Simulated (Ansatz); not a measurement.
The reference is Cu in the fcc (Cu type) structure (space group Fm-3m, No. 225; a = 3.577 Å; relaxed with 0.1 eV smearing). Axes: x, y, z lie along the cube axes.

Method: r2SCAN, PAW, 500 eV (Ansatz, a quantum-chemistry and plane-wave program; spin-orbit coupling left out).

One thing is altered: tensile biaxial strain of 0.42 % in the plane normal to [111], as in epitaxy on a mismatched substrate; the out-of-plane cell vector and the atoms relax.

What happens to the out-of-plane strain?

The out-of-plane strain is -0.30 %.

What happens to the in-plane stress?

The mean in-plane stress (compression positive) amounts to -1.3 GPa.

Whether these cells are dynamically stable was not tested. The final runs are not spin-polarised.
